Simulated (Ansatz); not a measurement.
Base system: Cu in the fcc (Cu type) structure (space group Fm-3m, No. 225; a = 3.563 Å).

Computed with Ansatz (an electronic-structure program) PBEsol, spin-orbit coupling left out, earlier PAW set.

Before the change:

```
Property           Result
---------------  --------
Volume per atom  11.31 Å³
```

Modification: full substitution Cu → Ag; the structure is relaxed again.

**Question.** What happens to the volume per atom?

**Answer.** The volume per atom increases by 5.355 Å³, from 11.31 Å³ to 16.67 Å³.

Whether these cells are dynamically stable was not tested. The final runs are not spin-polarised.
